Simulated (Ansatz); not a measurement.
Ba2CuO2Br (R-3m, No. 166, 6 atoms in the cell; start COD 2002478) was calculated with LDA (Ansatz, a quantum-chemistry and plane-wave program, plane waves, PAW).

Run with plane-wave cutoff 520 eV, 10×10×10 k mesh, Fermi–Dirac smearing 0.01 eV, no spin polarisation, scalar-relativistic PAW data made under PBE.

Cell (relaxed at this level):

Space group R-3m, hexagonal axes (No. 166); a = 4.2090 Å, b = 4.2090 Å, c = 28.5132 Å, α = 90.00°, β = 90.00°, γ = 120.00°

```tsv
atom	site	symmetry	x	y	z
Ba	6c	3m	0.0000	0.0000	0.2522
Cu	3b	-3m	0.0000	0.0000	0.5000
Br	3a	-3m	0.0000	0.0000	0.0000
O	6c	3m	0.0000	0.0000	0.4382
```
(The calculation used a cell of 6 atoms; values per cell refer to that cell.)

Task: What does this level give for the band gap and Γ–Γ gap?

Result: 
* **band gap**: 2.19 eV
* **Γ–Γ gap**: 2.83 eV

Note: the relaxation could not lower the start's symmetry, so a distorted cell can lie lower.

Spin–orbit coupling is not included.

Static lattice: no zero-point or thermal effects.
